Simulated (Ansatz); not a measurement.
Take MoSi2 (space group I4/mmm, No. 139; a = 3.1740 Å, c = 7.7787 Å; relaxed with 0.1 eV smearing) as the base. Axes: x, y, z lie along a, b, c of the conventional cell.

Calculations: plane-wave PAW DFT at the LDA level (Ansatz, a program for electronic structure, 420 eV), no spin-orbit coupling.

The change: a pure shear with ε_xz = ε_zx = 0.0114, atoms relaxed at fixed cell.

Question: Predict the stress tensor and what it implies for the stiffness.

Answer: Stress of the strained cell less that of the base (GPa, compression positive):
```
    0.1     0.0    -4.8
    0.0     0.1     0.0
   -4.8     0.0     0.1
```

Then −Δσ/γ with γ = 2ε = 0.0228 gives relaxed-ion elastic constants: C55 ≈ 209 GPa.

As a check, the harmonic strain energy −½ V₀ Δσ:ε is 4.4 meV/atom; the computed energy rise is 4.4 meV/atom.

Stability against distortions was not tested. All final runs are without spin polarisation.
